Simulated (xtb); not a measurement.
xtb 6.7.1, GFN1-xTB: Cc1cc(C(F)(F)F)sc1-c1ccc(-c2ccc3ccccc3c2)cc1, 41 atoms. The geometry is a generated start, not checked to be a minimum at this level.

```
Property                                                                                                        Value
------------------------  -------------------------------------------------------------------------------------------
method                                                                                                       GFN1-xTB
--acc                                                                                                     1 (default)
--etemp (K)                                                                                             300 (default)
detailed input (--input)  none: ANC optimiser, Lindh (1995) Hessian, microcycle=20, maxdispl=1.0, hlow=0.01 (default)
basis functions                                                                                                   140
valence electrons                                                                                                 130
```

The structure is relaxed from this start with --opt LEVEL for the levels crude, sloppy, loose, lax, normal, tight, vtight, extreme, once each. Up to the end of the extreme run atoms move by at most 0.70 Å along an axis.

Which level is enough to come within 1 meV of the tightest end point?

normal: 35 cycles against 44, ending 0.32 meV above.

| level | cycles | energy above the extreme run (meV) | gradient norm (eV/Å) |
|---|---|---|---|
| crude | 4 | 83 | 0.31 |
| sloppy | 14 | 9.6 | 0.14 |
| loose | 16 | 7.4 | 0.13 |
| lax | 19 | 5.6 | 0.098 |
| normal | 35 | 0.32 | 0.019 |
| tight | 40 | 0.026 | 0.0062 |
| vtight | 44 | under 0.01 | 0.0022 |
| extreme | 44 | — | 0.0022 |
